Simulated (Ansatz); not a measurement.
Several settings converged on CaSiAu (P3m1, 3 atoms in the cell)

```
CaSiAu
1.0
    4.30595     0.00000     0.00000
   -2.15298     3.72906     0.00000
    0.00000     0.00000     3.92279
Ca Si Au
1 1 1
Direct
  0.00000   0.00000   0.01275
  0.66667   0.33333   0.50000
  0.33333   0.66667   0.50000
```

Base method: LDA (PW92), default PAW files made with PBE (plane waves; Ansatz, a first-principles code).

Base settings: basis.ecutwfc = 420 eV; kpoints.mp_grid.grid = 9 9 9; hamiltonian.xc = lda; hamiltonian.pseudopotentials = {kind: paw} (the program's default PAW files); scf.occupations.method = fermi_dirac; scf.occupations.width = 0.1 eV.

**The width of Fermi-Dirac smearing**

In this ladder: kpoints.mp_grid.grid = 15 15 15.

Narrow widths need finer meshes than wide ones, so the last steps can hold mesh noise.

Only quantities that move along the ladder and can be compared are tabulated; pressure and forces are left out, as mesh noise rules them at narrow widths.

| scf.occupations.width | free energy less the last step's (meV/atom) | energy extrapolated to zero width less the last step's (meV/atom) |
|---|---|---|
| 1 eV | -731.48 | 26.72 |
| 0.5 eV | -181.03 | -2.43 |
| 0.3 eV | -64.57 | -0.27 |
| 0.2 eV | -27.75 | -0.09 |
| 0.1 eV | -5.57 | 0.03 |
| 0.05 eV | 0.00 | 0.00 |

Widest scf.occupations.width that holds the energy extrapolated to zero width within 2 meV/atom of the last step, with all finer ones: 0.3 eV; the step before is off by 2.4 meV/atom.

Widest scf.occupations.width that holds the free energy within 5 meV/atom: not settled: the last two steps still differ by 5.6 meV/atom, over half the tolerance, so the ladder does not show it.

The extrapolation to zero width removes most of the smearing's effect on the energy.

**The width of cold smearing**

In this ladder: kpoints.mp_grid.grid = 15 15 15; scf.occupations.method = cold.

Narrow widths need finer meshes than wide ones, so the last steps can hold mesh noise.

Only quantities that move along the ladder and can be compared are tabulated; pressure and forces are left out, as mesh noise rules them at narrow widths.

```tsv
scf.occupations.width	free energy less the last step's (meV/atom)
1 eV	5.86
0.5 eV	-0.45
0.3 eV	-0.53
0.2 eV	-0.09
0.1 eV	0.04
0.05 eV	0.00
```

Widest scf.occupations.width that holds the free energy within 1 meV/atom of the last step, with all finer ones: 0.5 eV; the step before is off by 5.9 meV/atom.

On the base run: the starting cell comes from a database of computed structures (which also holds hypothetical and non-ambient phases and stackings), without a prior relaxation at this level. Its lattice was rescaled by up to half a per cent. One atom was moved a little off its site on purpose. In the base run, with a pressure of about -3 GPa the cell is away from its equilibrium volume at this level. Ansatz's pressure includes its estimate of the finite-basis (Pulay) stress.

Left out of this page: 4 runs of the series outside the window shown, repeating another row's setting, or not comparable.

Keys are those of Ansatz 0.2.
